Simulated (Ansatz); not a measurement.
## rock-salt TiN (1 1 1) on Si0.875Ge0.125, ordered (1 1 1), Al on 2 of 4 substrate sites at each interface (film strained to the substrate, started from cuts of the bulks and a machine-learned relaxation; slabs Ge4Si32Al4 and N28Ti28, which can lie off the formulas)

A periodic stack without vacuum, rock-salt TiN (1 1 1) on Si0.875Ge0.125, ordered (1 1 1), Al on 2 of 4 substrate sites at each interface (film strained to the substrate, started from cuts of the bulks and a machine-learned relaxation; slabs Ge4Si32Al4 and N28Ti28, which can lie off the formulas): substrate slab Ge4Si32Al4, film N28Ti28, surface cells [[1, -1], [0, 1]] and [[-2, 3], [-1, -2]], film strained by -2.1 and -2.1 %, outermost planes Si/GeSi and N/Ti as cut, which need not be the usual terminations and can put a slab off its formula.

The start was prepared with a machine-learned potential, and the result is one local minimum, with the in-plane cell held and forces under 0.04 eV/Å; the film can end far from its bulk form.

Calculation: PBE (plane waves to 420 eV, PAW; Ansatz, a first-principles code). Spin–orbit coupling is left out; the runs are not spin-polarised; PBE gaps are too small against experiment. Its k-point mesh 4×4×1, Fermi–Dirac width 0.05 eV.

- interface area: 52.4 Å²
- period: 25.67 Å
- heights between the nearest atoms of the two slabs at the two interfaces: 1.03 and 1.98 Å
- Si–Ti contacts across the interfaces within 1.22 times the sum of covalent radii: 13, mean 2.78 Å
- Al–Ti contacts across the interfaces within 1.22 times the sum of covalent radii: 10, mean 2.78 Å
- Al–N contacts across the interfaces within 1.22 times the sum of covalent radii: 6, mean 2.00 Å
- Ge–Ti contacts across the interfaces within 1.22 times the sum of covalent radii: 3, mean 2.95 Å

```
CELL_PARAMETERS angstrom
      7.77869     0.00003     0.00542
     -3.88937     6.73646     0.01898
     -0.30273    -2.72225    25.66275
ATOMIC_POSITIONS crystal
  Ge 0.97525 0.91524 0.05097
  Si 0.52652 0.47392 0.04681
  Al 0.25184 0.57431 0.04529
  Al 0.88705 0.19580 0.04513
  Si 0.51338 0.94450 0.04907
  Si 0.01570 0.47198 0.10898
  Si 0.86909 0.53364 0.04065
  Si 0.33606 0.11448 0.04352
  Ge 0.66047 0.30952 0.18376
  Si 0.20057 0.84547 0.18598
  Si 0.01111 0.97633 0.14836
  Si 0.51258 0.48117 0.14225
  Si 0.20045 0.32201 0.18315
  Si 0.68639 0.81886 0.17921
  Si 0.51135 0.96367 0.14436
  Si 0.02337 0.49867 0.19709
  Ge 0.38508 0.71168 0.30688
  Si 0.88770 0.20556 0.30131
  Si 0.70166 0.36012 0.27855
  Si 0.21810 0.88434 0.27903
  Si 0.88344 0.71021 0.30568
  Si 0.39259 0.21786 0.31596
  Si 0.22218 0.35691 0.27647
  Si 0.71149 0.86100 0.27220
  Ge 0.08114 0.08871 0.43241
  Si 0.57844 0.59902 0.43693
  Si 0.40687 0.74878 0.40251
  Si 0.90837 0.24071 0.39353
  Si 0.59487 0.09778 0.43135
  Si 0.06941 0.58138 0.42554
  Si 0.89597 0.74029 0.39917
  Si 0.41775 0.25630 0.40674
  Al 0.76365 0.53791 0.58134
  Al 0.20801 0.91087 0.58439
  Si 0.11330 0.11127 0.52644
  Si 0.56087 0.63617 0.53016
  Si 0.22161 0.45048 0.55872
  Si 0.79059 0.97713 0.55905
  Si 0.74324 0.21291 0.51734
  Si 0.02396 0.54956 0.51481
  N  0.57925 0.60378 0.63108
  N  0.71868 0.33496 0.62812
  N  0.84572 0.03192 0.62662
  N  0.15070 0.46090 0.62433
  N  0.27864 0.16373 0.62934
  N  0.41039 0.89054 0.62577
  N  0.99268 0.74835 0.62679
  N  0.68509 0.11802 0.71934
  N  0.82635 0.83693 0.72209
  N  0.97405 0.54525 0.72134
  N  0.25576 0.97450 0.72129
  N  0.39990 0.68747 0.71994
  N  0.54075 0.40083 0.72211
  N  0.11390 0.26206 0.71999
  N  0.80212 0.63216 0.81832
  N  0.94633 0.34618 0.81792
  N  0.08934 0.06173 0.81812
  N  0.37351 0.48814 0.81790
  N  0.51702 0.20285 0.81801
  N  0.65974 0.91887 0.81795
  N  0.23310 0.77566 0.81796
  N  0.91900 0.14422 0.91420
  N  0.06446 0.86231 0.91629
  N  0.20899 0.57656 0.91432
  N  0.49120 0.00342 0.91596
  N  0.63516 0.71766 0.91482
  N  0.77703 0.43246 0.91393
  N  0.34995 0.28835 0.91592
  Ti 0.61324 0.85119 0.66704
  Ti 0.77301 0.58272 0.67955
  Ti 0.91203 0.29228 0.66660
  Ti 0.19755 0.71612 0.67259
  Ti 0.34500 0.42365 0.66817
  Ti 0.49070 0.15070 0.66799
  Ti 0.05150 0.00332 0.67375
  Ti 0.74709 0.37567 0.76893
  Ti 0.88527 0.08790 0.76804
  Ti 0.02984 0.80228 0.77037
  Ti 0.31614 0.23023 0.76840
  Ti 0.45731 0.94802 0.76784
  Ti 0.60033 0.66430 0.76893
  Ti 0.17192 0.51608 0.76742
  Ti 0.86227 0.88974 0.86716
  Ti 0.00696 0.60576 0.86688
  Ti 0.14656 0.31734 0.86693
  Ti 0.43271 0.74558 0.86671
  Ti 0.57717 0.46059 0.86669
  Ti 0.71758 0.17410 0.86656
  Ti 0.29054 0.03288 0.86811
  Ti 0.97861 0.40245 0.95765
  Ti 0.12019 0.11603 0.96322
  Ti 0.26751 0.83235 0.96322
  Ti 0.55333 0.26275 0.96357
  Ti 0.69339 0.97190 0.95982
  Ti 0.83308 0.68589 0.96041
  Ti 0.40987 0.54547 0.95923
```
